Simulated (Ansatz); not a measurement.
TmPd3 (Pm-3m, No. 221) was calculated with PBEsol in Ansatz (plane waves, PAW).

Run with plane-wave cutoff 520 eV, 14×14×14 k mesh, Fermi–Dirac smearing 0.05 eV, spin-polarised with parallel moments, scalar-relativistic PAW data made under PBE.

Computed at the level's own relaxed cell.

**Question.** What does this level give for the lattice parameter a and bulk modulus?

**Answer.** 
- lattice parameter a = 4.041 Å
- bulk modulus = 141 GPa

The run finds no gap.

Note: the magnetic order was assumed, not searched for or taken from measurement; the 4f shell is treated without U or exact exchange, so its levels and filling can be wrong; the bulk modulus is −V dP/dV from two relaxed cells at ±2 % in volume.

Spin–orbit coupling is not included.

The computed numbers hold no vibrational or temperature effects.

The result took very roughly 6 core-minutes.

Ansatz is an electronic-structure program.
